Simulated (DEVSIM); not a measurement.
Device: Ru/Si3N4/p-GaAs capacitor, at 500 K.

| layer (left to right) | material | thickness (nm) | Na (cm⁻³) |
|---|---|---|---|
| 1 | Si3N4 | 8.00 | - |
| 2 | GaAs | 1200 | 2.7e17 |

Metal gate on the left, work function 4.7 eV. Fixed charge at the semiconductor interface 6.9e10 cm⁻² (in units of +e); no interface traps.

The device is made up for the run: typed textbook-type constants, with dimensions and the other settings drawn at random. Values at 300 K; Nc and Nv go as T^1.5, mobilities as T to minus their exponent, the gap by Varshni's rule with the affinity fixed.

```tsv
parameter	Si3N4	GaAs
gap (eV)	5.1	1.424
affinity (eV)	2.1	4.07
permittivity	7.5	12.9
Nc (cm⁻³)	-	4.7e17
Nv (cm⁻³)	-	9e18
Varshni α (eV/K)	-	0.000541
Varshni β (K)	-	204
```

Simulated with DEVSIM: 1D Poisson equation in equilibrium, Boltzmann statistics, complete ionisation; no quantum confinement or tunnelling. Metal contacts follow the ideal Schottky-Mott rule: no Fermi-level pinning, no interface dipoles.

Tabulate band edges, carrier densities and field at 0.3 V on the gate.

Energies count from the Fermi level of the right contact; mesh points crowd at the junctions.

| x (μm) | Ec (eV) | Ev (eV) | n (cm⁻³) | p (cm⁻³) | field (V/cm) |
|---|---|---|---|---|---|
| 0.000 | 2.300 | -2.800 | < 1e2 | < 1e2 | 320000 |
| 0.001077 | 2.335 | -2.765 | < 1e2 | < 1e2 | 320000 |
| 0.002749 | 2.389 | -2.711 | < 1e2 | < 1e2 | 320000 |
| 0.005201 | 2.468 | -2.632 | < 1e2 | < 1e2 | 320000 |
| 0.007317 | 2.536 | -2.564 | < 1e2 | < 1e2 | 320000 |
| 0.008262 | 0.593 | -0.735 | 1.1e12 | 7.5e11 | 200000 |
| 0.009735 | 0.622 | -0.707 | 5.5e11 | 1.5e12 | 190000 |
| 0.01406 | 0.701 | -0.628 | 8.8e10 | 9.1e12 | 170000 |
| 0.02154 | 0.820 | -0.508 | 5.5e9 | 1.5e14 | 150000 |
| 0.03576 | 0.990 | -0.339 | 1.1e8 | 7.4e15 | 92000 |
| 0.06570 | 1.129 | -0.200 | 4300000 | 1.9e17 | 14000 |
| 0.1536 | 1.144 | -0.184 | 3000000 | 2.7e17 | ≈ 0 |
| 0.3055 | 1.144 | -0.184 | 3000000 | 2.7e17 | ≈ 0 |
| 0.6080 | 1.144 | -0.184 | 3000000 | 2.7e17 | ≈ 0 |
| 0.9680 | 1.144 | -0.184 | 3000000 | 2.7e17 | ≈ 0 |
| 1.091 | 1.144 | -0.184 | 3000000 | 2.7e17 | ≈ 0 |
| 1.149 | 1.144 | -0.184 | 3000000 | 2.7e17 | ≈ 0 |
| 1.180 | 1.144 | -0.184 | 3000000 | 2.7e17 | ≈ 0 |
| 1.197 | 1.144 | -0.184 | 3000000 | 2.7e17 | ≈ 0 |
| 1.203 | 1.144 | -0.184 | 3000000 | 2.7e17 | ≈ 0 |
| 1.206 | 1.144 | -0.184 | 3000000 | 2.7e17 | ≈ 0 |
| 1.208 | 1.144 | -0.184 | 3000000 | 2.7e17 | ≈ 0 |
